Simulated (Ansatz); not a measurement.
**Response to strain in W**

Base system: W in the bcc (W type) structure (space group Im-3m, No. 229; a = 3.169 Å; relaxed with 0.1 eV smearing). Axes: x, y, z lie along the cube axes.

Strains are applied to the cell and any free atomic positions relax; under biaxial strain the out-of-plane vector relaxes too.

Computed with r2SCAN (Ansatz, a program for electronic structure; PAW; 500 eV plane waves; scalar-relativistic without spin-orbit coupling).

Notes on the quantities. in-plane stress: mean in-plane stress (compression positive); energy relative to the base: free energy F.

```json
[
 {"case": "base", "volume per atom": "15.91 Å³", "in-plane stress": "–", "energy relative to the base": "0 meV/atom"},
 {"case": "biaxial strain +0.50 %, plane normal [001], relaxed out of plane", "volume per atom": "(withheld)", "in-plane stress": "-3.0 GPa", "energy relative to the base": "+1.5 meV/atom"},
 {"case": "biaxial strain +1.00 %, plane normal [001], relaxed out of plane", "volume per atom": "16.11 Å³", "in-plane stress": "(withheld)", "energy relative to the base": "+5.9 meV/atom"},
 {"case": "biaxial strain +1.50 %, plane normal [001], relaxed out of plane", "volume per atom": "16.22 Å³", "in-plane stress": "-8.6 GPa", "energy relative to the base": "+13 meV/atom"},
 {"case": "biaxial strain +2.00 %, plane normal [001], relaxed out of plane", "volume per atom": "16.32 Å³", "in-plane stress": "-11.3 GPa", "energy relative to the base": "+23 meV/atom"},
 {"case": "biaxial strain +2.50 %, plane normal [001], relaxed out of plane", "volume per atom": "16.43 Å³", "in-plane stress": "-13.9 GPa", "energy relative to the base": "+36 meV/atom"},
 {"case": "biaxial strain +3.00 %, plane normal [001], relaxed out of plane", "volume per atom": "16.53 Å³", "in-plane stress": "-16.4 GPa", "energy relative to the base": "+51 meV/atom"}
]
```

**Question.** Some entries are withheld; estimate them.

**Answer.** 
- biaxial strain +0.50 %, plane normal [001], relaxed out of plane, volume per atom: 16.01 Å³
- biaxial strain +1.00 %, plane normal [001], relaxed out of plane, in-plane stress: -5.8 GPa

No phonon test of stability was made. All final runs are without spin polarisation.
